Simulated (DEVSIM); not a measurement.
Structure: In0.52Al0.48As/In0.53Ga0.47As p-n heterojunction, at 300 K.

Layer 1 from the left is In0.52Al0.48As, thickness (μm) 0.120, Na (cm⁻³) 4.3e17, τn (s) 6.9e-8, τp (s) 2.3e-8. Layer 2 from the left is In0.53Ga0.47As, thickness (μm) 0.250, Nd (cm⁻³) 2.3e16, τn (s) 2.3e-8, τp (s) 2.3e-8.

Left contact: ohmic. Right contact: ohmic. Voltage is applied to the left contact. Recombination: SRH at mid-gap, Auger. Mobility is constant in doping.

The device is made up for the run: typed textbook-type constants, with dimensions and the other settings drawn at random. Values at 300 K.

In0.52Al0.48As: gap (eV) 1.45, affinity (eV) 4, permittivity 12.5, Nc (cm⁻³) 5.1e17, Nv (cm⁻³) 1.1e19, μn (cm²/Vs) 4000, μp (cm²/Vs) 75, Cn (cm⁶/s) 1e-30, Cp (cm⁶/s) 1e-30. In0.53Ga0.47As: gap (eV) 0.74, affinity (eV) 4.51, permittivity 13.9, Nc (cm⁻³) 2.1e17, Nv (cm⁻³) 7.7e18, μn (cm²/Vs) 12000, μp (cm²/Vs) 300, Cn (cm⁶/s) 5e-29, Cp (cm⁶/s) 5e-29.

DEVSIM, 1D drift-diffusion, Boltzmann statistics, complete ionisation; no tunnelling, impact ionisation, image-force lowering or self-heating. Band offsets follow the typed affinities; no thermionic-emission limit at abrupt steps, no polarisation charge.

Problem. What does the simulation give for the dark forward voltage at 1 A/cm², the potential step across the device at zero bias, the largest field in the device at zero bias, the dark forward voltage at 100 A/cm²?

Solution. dark forward voltage at 1 A/cm² 0.332 V; potential step across the device at zero bias 0.799 V; largest field in the device at zero bias 130000 V/cm; dark forward voltage at 100 A/cm² 0.463 V.
